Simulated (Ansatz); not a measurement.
Consider BAs (space group P4_2/mnm, No. 136; a = 5.837 Å, c = 3.362 Å; a hypothetical phase, not in the database extracts checked).

Levels (all Ansatz, a first-principles code, PAW): PBEsol (420 eV, no SOC); r2SCAN (500 eV, no spin-orbit coupling); HSE06 (420 eV, without spin-orbit coupling).

One geometry, relaxed with PBEsol, under each level:

| level | band gap | lowest conduction level above the VBM at special points | pressure |
|---|---|---|---|
| PBEsol | 0.61 eV | Γ 1.08 eV; A 1.09 eV; R 1.44 eV; Z 1.69 eV | 0.00 GPa |
| r2SCAN | 0.86 eV | Γ 1.34 eV; A 1.35 eV; R 1.71 eV; Z 1.99 eV | 1.27 GPa |
| HSE06 | ? | ? | – |

**Question.** Give the withheld HSE06 results.

**Answer.** 
- HSE06, band gap: 1.30 eV
- HSE06, lowest conduction level above the VBM at special points: Γ 1.82 eV; A 1.85 eV; R 2.19 eV

Single points use the geometry relaxed with PBEsol. Their cutoffs differ, which shifts pressures a little. The hybrid gap comes from the SCF mesh plus the semilocal run's edge points and a few special points and is an upper bound. Stability against distortions was not tested.
